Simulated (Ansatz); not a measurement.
We consider cubic perovskite CsPbBr3 (cubic high-temperature phase), described by RPBE (plane waves, PAW; Ansatz, a program for electronic structure).

Output (set-up and result lines):

```
Crystal: 5 atoms, lattice volume = 235.679 Å³
Basis set: ecut = 520 eV, 6355 PW (Γ), exchange–correlation on 96×96×96 points (8 copies of the dense FFT grid, shifted against one another)
Bands: 27, of which v1, the nominal top of the filled ones, is band 22 counted from 1 (21 counted from 0)
Symmetry: 48 space group operations
Space group: Pm-3m (ITA 221), of the structure as read, at distance tolerance 6.2e-5 Å
k-points: 20 of 216
Functional: x = rpbe, c = pbe(β = 0.06672455060314922)
SCF iter   1: F=—  HF=-25977.261930 eV  |F-HF|=—  |Δ(HF+E_count)|=         —  Δρ=1.97e-3  dr2=1.28e-2
SCF iter   2: F=—  HF=-25977.259250 eV  |F-HF|=—  |Δ(HF+E_count)|=   2.68e-3  Δρ=9.04e-4  dr2=2.27e-3
  ...
SCF iter   7: F=—  HF=-25977.259238 eV  |F-HF|=—  |Δ(HF+E_count)|=   7.76e-8  Δρ=4.60e-7  dr2=5.51e-10
SCF iter   8: F=-25977.259238 eV  HF=-25977.259238 eV  |F-HF|=2.18e-11  |Δ(HF+E_count)|=   1.92e-9  Δρ=7.04e-8  dr2=8.13e-12
SCF 1 converged in 8 iterations: F = -25977.259238 eV  dr2 = 8.13e-12
SCF converged after 8 iterations
Free energy (F): -25977.259238 eV
Internal energy: -25977.259238 eV  (E = F + TS)
E sigma→0 (E₀):  -25977.259238 eV
Fermi energy:    3.081484 eV
--- Forces (eV/Å), atoms counted from 1 ---
  atom   1  Cs    -0.00000000     0.00000000     0.00000000
  atom   2  Pb     0.00000000    -0.00000000    -0.00000000
  atom   3  Br     0.00000000     0.00000000    -0.00000000
  atom   4  Br     0.00000000    -0.00000000     0.00000000
  atom   5  Br     0.00000000    -0.00000000     0.00000000
--- Stress (GPa, compression-positive) ---
       -0.292370       0.000000       0.000000
        0.000000      -0.292370       0.000000
       -0.000000       0.000000      -0.292370
  P = ⅓ Tr σ = -0.2924 GPa (-2.924 kbar)
```

Question: Write an input file that could have produced this run (the log leaves some choices open).

Answer: This is not unique; one that fits is 
Ansatz 0.2 input:
```yaml
crystal:
  lattice:
    - [6.1769413197, 0.0, 0.0]
    - [0.0, 6.1769413197, 0.0]
    - [0.0, 0.0, 6.1769413197]
  atoms:
    - { symbol: Cs, position: [0.0, 0.0, 0.0] }
    - { symbol: Pb, position: [0.5, 0.5, 0.5] }
    - { symbol: Br, position: [0.5, 0.0, 0.5] }
    - { symbol: Br, position: [0.0, 0.5, 0.5] }
    - { symbol: Br, position: [0.5, 0.5, 0.0] }
basis:
  ecutwfc: 520
  ecutrho_ratio: 4
  xc_grid: 2
kpoints:
  mp_grid: { grid: [6, 6, 6] }
hamiltonian:
  xc: rpbe
  dispersion: none
  pseudopotentials: { kind: paw }
scf:
  occupations: { method: fermi_dirac, width: 0.01 }
  convergence: { dr2_threshold: 0.0000000005 }
output:
  forces: true
  stress: true
  eigenvalues: true
```

The cell is one volume of an energy–volume scan, off the minimum.

The PAW data were made under PBE.

Note: the cell is over a tenth larger than the published one: the level's own overestimate first of all, though another phase or state, or a fault of the published cell, is possible. Note: held by symmetry at 0 K, a high-temperature phase can be a saddle point.

It cost roughly 12 core-seconds of CPU time.
